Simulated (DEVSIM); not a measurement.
Device: Schottky contact on n-type β-Ga2O3, at 350 K.

```
layer (left to right)  material  thickness (μm)  Nd (cm⁻³)  τn (s)  τp (s)
---------------------  --------  --------------  ---------  ------  ------
1                       β-Ga2O3            7.70       2e17  1.3e-9  1.3e-9
2                       β-Ga2O3            3.40     1.5e18  1.3e-9  1.3e-9
```

Left contact: Schottky, work function 5.4 eV, emission velocity 7.5e6 cm/s. Right contact: ohmic. Voltage is applied to the left contact. Recombination: SRH at mid-gap, radiative. Mobility is μmin + (μ − μmin)/(1 + (N/Nref)^α).

Constants are typed, rounded textbook-type inputs, not results; the design itself was drawn at random and stands for no fabricated device. Values at 300 K; Nc and Nv go as T^1.5, mobilities as T to minus their exponent, the gap by Varshni's rule with the affinity fixed. The table also holds parameters that only a changed run uses.

```
parameter         β-Ga2O3
----------------  -------
gap (eV)              4.8
affinity (eV)           4
permittivity           10
Nc (cm⁻³)          3.7e18
Nv (cm⁻³)            5e20
μn (cm²/Vs)           160
μp (cm²/Vs)             1
μn,min                 20
μp,min                0.1
Nref,n               1e18
Nref,p               1e18
αn                    0.8
αp                    0.8
T exponent of μn      1.8
T exponent of μp      1.5
B (cm³/s)           1e-12
Cn (cm⁶/s)          1e-31
Cp (cm⁶/s)          1e-31
Varshni α (eV/K)   0.0004
Varshni β (K)         600
```

Model (solved in DEVSIM): 1D drift-diffusion, Boltzmann statistics, complete ionisation; no tunnelling, impact ionisation, image-force lowering or self-heating. Metal contacts follow the ideal Schottky-Mott rule: no Fermi-level pinning, no interface dipoles.

Base results: potential step across the device at zero bias (V) 1.366; dark forward voltage at 1 A/cm² (V) 0.944; dark forward voltage at 100 A/cm² (V) 1.115.

Problem. What follows from this one change: doping Nd of layer 1 2e+17 → 6e+17 cm^-3?

Solution. potential step across the device at zero bias little changed (1.366 V); dark forward voltage at 1 A/cm² little changed (0.940 V); dark forward voltage at 100 A/cm² 1.115 → 1.094 V.

Problem. What follows from this one change: thickness of layer 2 3.4 → 10 μm?

Solution. potential step across the device at zero bias little changed (1.366 V); dark forward voltage at 1 A/cm² little changed (0.944 V); dark forward voltage at 100 A/cm² 1.115 → 1.120 V.

Problem. What follows from this one change: constant mobility in place of the doping-dependent one?

Solution. potential step across the device at zero bias little changed (1.366 V); dark forward voltage at 1 A/cm² little changed (0.942 V); dark forward voltage at 100 A/cm² 1.115 → 1.106 V.
